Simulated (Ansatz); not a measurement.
Pt under a change: x(Ir) = 0.333, 3 atoms, I4/mmm

Consider Pt in the fcc (Cu type) structure (space group Fm-3m, No. 225; a = 3.940 Å).

The other end (x = 1) is Ir in the fcc (Cu type) structure (space group Fm-3m, No. 225): 14.20 Å³/atom, gap zero.

Perturbation: a fraction x = 0.333 of the Pt sites is given to Ir, ordered in a cell of 3 atoms (starting symmetry I4/mmm) and fully relaxed.

Calculations: DFT with r2SCAN, PAW potentials and a 500 eV plane-wave cutoff in Ansatz (a first-principles code), no SOC. k-mesh 23×23×23 (Γ-centred); smearing 0.05 eV (Fermi–Dirac), for the changed cell.

| quantity | base | changed | shift |
|---|---|---|---|
| volume per atom | 15.29 Å³ | 14.94 Å³ | -0.35 Å³ |
| density | 21.18 g/cm³ | 21.58 g/cm³ | +0.395 g/cm³ |
| shortest interatomic distance | 2.786 Å | 2.732 Å | -0.054 Å |
| band gap | zero | zero | – |
| mixing energy (to 0.01 eV only: unlike meshes or grids) | – | +0.08 eV/atom | – |
| deviation of the volume from the linear (Vegard-type) interpolation | – | +0.1 % | – |

Final structure:

```yaml
crystal:
  lattice:
    - [-1.38380, 1.38380, 5.85171]
    - [1.38380, -1.38380, 5.85171]
    - [1.38380, 1.38380, -5.85171]
  atoms:
    - { symbol: Pt, position: [0.66290, 0.66290, 0.00000] }
    - { symbol: Ir, position: [0.00000, 0.00000, 0.00000] }
    - { symbol: Pt, position: [0.33710, 0.33710, 0.00000] }
```

These are small ordered cells, not random alloys; other orderings at the same x differ. Stability against distortions was not tested. All final runs are without spin polarisation. An odd electron count without spin: IrPt2. IrPt2 has a high density of states at the Fermi level and may be magnetic at this level.
